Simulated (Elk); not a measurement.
Elk run on CsH (Pm-3m, 2 atoms in the cell): self-consistent single point.

Computed with LDA (PW92), all-electron FP-LAPW, Elk's shipped species files, default APW+lo basis (Elk 10.2.4).

The change in words: lattice scaled by 0.98. Reference geometry:
```
CELL_PARAMETERS angstrom
      3.81459     0.00000     0.00000
      0.00000     3.81459     0.00000
      0.00000     0.00000     3.81459
ATOMIC_POSITIONS crystal
  Cs 0.00000 0.00000 0.00000
  H  0.50000 0.50000 0.50000
```

Reference input (self-consistent single point, DFT, LDA (PW92), all-electron FP-LAPW, Elk's shipped species files, default APW+lo basis): xctype = 3; rgkmax = 7; stype = 0; swidth = 0.0001 Ha; ngridk = 7 7 7. This run's input differs from it in these lines:

```diff
@@ -19,5 +19,5 @@
 avec
-    3.8145920000    0.0000000000    0.0000000000
-    0.0000000000    3.8145920000    0.0000000000
-    0.0000000000    0.0000000000    3.8145920000
+    3.7383000000    0.0000000000    0.0000000000
+    0.0000000000    3.7383000000    0.0000000000
+    0.0000000000    0.0000000000    3.7383000000
```

The program printed (abridged):

```
│ Self-consistent loop started │
│ Loop number : 1 │
 total energy                :     -7785.03081767
│ Loop number : 2 │
 total energy                :     -7785.09631095
RMS change in Kohn-Sham potential (target) :   0.1264713914     (  0.1000000000E-05)
Absolute change in total energy (target)   :   0.6549328070E-01 (  0.1000000000E-03)
│ Loop number : 3 │
 total energy                :     -7785.23468293
RMS change in Kohn-Sham potential (target) :   0.1158041335     (  0.1000000000E-05)
Absolute change in total energy (target)   :   0.1547452983     (  0.1000000000E-03)
│ Loop number : 4 │
   [... lines left out ...]
Absolute change in total energy (target)   :    104.6062601     (  0.1000000000E-03)
│ Loop number : 198 │
 total energy                :     -7783.21332485
RMS change in Kohn-Sham potential (target) :   0.2479631440E-01 (  0.1000000000E-05)
Absolute change in total energy (target)   :    26.83054976     (  0.1000000000E-03)
│ Loop number : 199 │
 total energy                :     -7782.63151248
RMS change in Kohn-Sham potential (target) :   0.2953372795E-01 (  0.1000000000E-05)
Absolute change in total energy (target)   :    7.289449810     (  0.1000000000E-03)
│ Loop number : 200 │
Reached self-consistent loops maximum

Energies :
 Fermi                       :     0.166015231506
 total energy                :     -7782.36921075

Density of states at Fermi energy :   0.8536307117E-05
 (states/Hartree/unit cell)

Estimated indirect band gap :   0.1075338369
 from k-point     20 to k-point      4
Estimated direct band gap   :   0.1078966235
 at k-point      4

Charges :
 core                        :    36.00000000
 valence                     :    20.00000000
 interstitial                :    2.293535928
 muffin-tins (core leakage)
  species :    1 (Cs)
   atom    1                 :    53.03824302     (  0.1256277162E-04)
  species :    2 (H)
   atom    1                 :   0.6682210517     (   0.000000000    )
 total in muffin-tins        :    53.70646407
 total calculated charge     :    55.99893458
 total charge                :    56.00000000
 error                       :   0.1065421583E-02

│ Self-consistent loop stopped │
```

The run ended unconverged after 200 iterations. 

The starting cell comes from a database of computed structures (which also holds hypothetical and non-ambient phases and stackings), without a prior relaxation at this level. Its lattice was rescaled by a random factor within 2.5 % of one. For this run, on top of that: lattice scaled by 0.98. Values depend on the basis (sphere radii, cutoffs, local orbitals), which need not be converged.

Cost on one core of a shared machine: roughly 2 min.
